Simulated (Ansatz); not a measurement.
The cell is made up: elements placed on another compound's structure type, so the phase may be hypothetical.

The decay constant κ of evanescent states in the gap governs leakage through a thin film.

Given:

```yaml
crystal:
  lattice:
    - [6.87257, 0.34028, -0.05365]
    - [0.77541, 9.43815, -1.34302]
    - [3.42076, 0.00000, 1.97502]
  atoms:
    - { symbol: In, position: [0.86446, 0.41987, 0.20332] }
    - { symbol: In, position: [0.21537, 0.82985, 0.67694] }
    - { symbol: Se, position: [0.16710, 0.62472, 0.24935] }
    - { symbol: Se, position: [0.62181, 0.27604, 0.06729] }
    - { symbol: Se, position: [0.46460, 0.97451, 0.80310] }
```

Space group of this cell: Cm. The cell was relaxed by PBE-D3(BJ).

Transport runs along the normal of the first two printed cell vectors.

The gap is the functional's own. No spin-orbit coupling. Mid-gap values are interpolated on the energy grid.

Q: Compute, with r2SCAN in Ansatz (an electronic-structure program), the band gap and the smallest decay constant κ at mid-gap.

A: Gap 0.64 eV on a 16×4×16 mesh; κ = 0.109 1/Å, at the zone centre.
